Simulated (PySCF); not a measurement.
PySCF 2.14.0, CCSD(T) (frozen core)/cc-pvdz: Ga(F)3 ([F][Ga]([F])[F]), 4 atoms. The geometry is a generated start, not checked to be a minimum at this level.

```yaml
task: ccsd(t)
basis: cc-pvdz
two_electron_scheme: exact four-centre integrals
frozen_core: true
mol.max_memory: 7000 MB
mf.init_guess: minao (default)
mf.DIIS: CDIIS (default)
mf.diis_space: 8 (default)
mf.conv_tol: 1e-09 (default)
basis functions (reference run): 69
```

```xyz
4

Ga     0.0062    -0.0065     0.0032
F     -1.4655    -0.9176     0.0265
F     -0.0232     1.5929    -0.6550
F      1.4825    -0.6688     0.6253
```
Charge 0, spin multiplicity 1.

Differences are taken against the run with mycc.conv_tol = 1e-09 Hartree, mycc.conv_tol_normt = 1e-07; no run here is proven converged. Single runs; times are not shown.

Settings tried, all else as in the reference:
- mycc.conv_tol = 1e-05 Hartree, mycc.conv_tol_normt = 0.0001
- mycc.conv_tol = 0.0001 Hartree, mycc.conv_tol_normt = 0.001
- mycc.conv_tol = 0.001 Hartree, mycc.conv_tol_normt = 0.01
- mycc.conv_tol = 1e-07 (default), mycc.conv_tol_normt = 1e-05 (default)

**Question.** Which settings reproduce the reference to 0.10 meV/atom in energy?

**Answer.** Within it: mycc.conv_tol = 1e-07 (default), mycc.conv_tol_normt = 1e-05 (default); mycc.conv_tol = 1e-05 Hartree, mycc.conv_tol_normt = 0.0001. Outside: mycc.conv_tol = 0.001 Hartree, mycc.conv_tol_normt = 0.01; mycc.conv_tol = 0.0001 Hartree, mycc.conv_tol_normt = 0.001.

```csv
setting,CCSD iterations,energy against the reference
the reference,13,—
"mycc.conv_tol = 1e-07 (default), mycc.conv_tol_normt = 1e-05 (default)",10,under 0.001 meV/atom
"mycc.conv_tol = 1e-05 Hartree, mycc.conv_tol_normt = 0.0001",7,+0.012 meV/atom
"mycc.conv_tol = 0.001 Hartree, mycc.conv_tol_normt = 0.01",4,−0.18 meV/atom
"mycc.conv_tol = 0.0001 Hartree, mycc.conv_tol_normt = 0.001",5,−0.27 meV/atom
```

Total energies are compared; such shifts often cancel in part in energy differences. The tolerance is a choice made for this comparison.
